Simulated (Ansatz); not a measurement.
An Ansatz (a quantum-chemistry and plane-wave program) input (Kohn–Sham DFT with the PBEsol functional, run in Ansatz with PAW and 420 eV plane waves, scalar-relativistic without spin-orbit coupling):

Ansatz 0.2 input:
```yaml
crystal:
  lattice:
    - [4.7461170346, 0, 0]
    - [-2.3730585173, 4.1102579213, 0]
    - [0, 0, 7.7139282309]
  atoms:
    - { symbol: Mg, position: [0.6666666667, 0.3333333333, 0.0009846813] }
    - { symbol: Mg, position: [0.3333333333, 0.6666666667, 0.5009846813] }
    - { symbol: Te, position: [0.6666666667, 0.3333333333, 0.6242153187] }
    - { symbol: Te, position: [0.3333333333, 0.6666666667, 0.1242153187] }
basis: { ecutwfc: 420, ecutrho_ratio: 4, xc_grid: 2, fft_grid_basis: typed }
kpoints: { mp_grid: { grid: [8, 8, 5] } }
hamiltonian:
  xc: pbesol
  dispersion: none
  pseudopotentials: { kind: paw }
scf: { occupations: { method: fermi_dirac, width: 0.05 }, convergence: { dr2_threshold: 0.0000000004 } }
relax: { f_tol: 0.005, max_steps: 50 }
output: { forces: true, stress: true }
checkpoint: { write: state.ck, write_every: 1000 }
```

**Question.** Which symmetry and how many k-points will the program report, and about how many plane waves at Γ?

**Answer.** Space group P63mc (ITA 186) with 12 operations, k-points 30 of 320, and 2875 plane waves at Γ.

**Question.** And the final pressure?

**Answer.** -3.37 GPa (compression positive).

The cells carry an imposed strain or load. Stability against distortions was not tested. The cell was made from MgTe in the wurtzite structure (space group P6_3mc, No. 186) by this change: isotropic strain +4.06 %.
